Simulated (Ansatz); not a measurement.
In a (8,0) SiC nanotube, the lowest empty band has its minimum at Γ and lies 0.017 eV higher 0.0367 Å⁻¹ away along the axis.

Level of theory: PBE (plane waves to 420 eV, PAW; Ansatz, a quantum-chemistry and plane-wave program). Mesh 1×1×6. No spin polarisation. Isolated but for its images some 11 Å away. A hypothetical model, rolled from the flat sheet. Only distortions within the start's symmetry and period were free.

Task: Estimate the electron mass along the axis.

Result: For a parabola ΔE = ħ²Δk²/2m, and ħ²/2mₑ = 3.810 eV Å². So m/mₑ = 3.810 × 0.0367²/0.017 = 0.30. The curvature over a step a third as long gives 0.29; the band is close to a parabola here.
